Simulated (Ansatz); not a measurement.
## TiO2: Ti → Cd

Start from TiO2 in the rutile structure (space group P4_2/mnm, No. 136; a = 4.597 Å, c = 2.954 Å).

The change: Cd takes the place of Ti on all its sites; the structure is relaxed again.

Calculations: r2SCAN, PAW, 500 eV (Ansatz, a program for electronic structure; no spin-orbit coupling). Settings: 10×10×14 k-points, 0.05 eV Fermi–Dirac smearing, for the changed cell.

- Volume per atom: 13.07 Å³ (base 10.40 Å³)
- Density: 6.12 g/cm³ (base 4.25 g/cm³)
- Lattice parameter a: 9.143 bohr (base 8.687 bohr)
- c/a ratio: 0.692 (base 0.643)
- Space group: P4_2/mnm (No. 136) (base P4_2/mnm (No. 136))
- Shortest interatomic distance: 3.963 bohr (base 3.681 bohr)
- Band gap: zero (base 2.22 eV)

Final structure:

```yaml
crystal:
  lattice:
    - [4.83850, 0.00000, 0.00000]
    - [0.00000, 4.83850, 0.00000]
    - [0.00000, 0.00000, 3.34991]
  atoms:
    - { symbol: Cd, position: [0.00000, 0.00000, 0.00000] }
    - { symbol: Cd, position: [0.50000, 0.50000, 0.50000] }
    - { symbol: O, position: [0.31554, 0.31554, 0.00000] }
    - { symbol: O, position: [0.81554, 0.18446, 0.50000] }
    - { symbol: O, position: [0.18446, 0.81554, 0.50000] }
    - { symbol: O, position: [0.68446, 0.68446, 0.00000] }
```

Stability against distortions was not tested. As relaxed here, CdO2 is a hypothetical phase, not in the database extracts checked. The final runs are not spin-polarised.
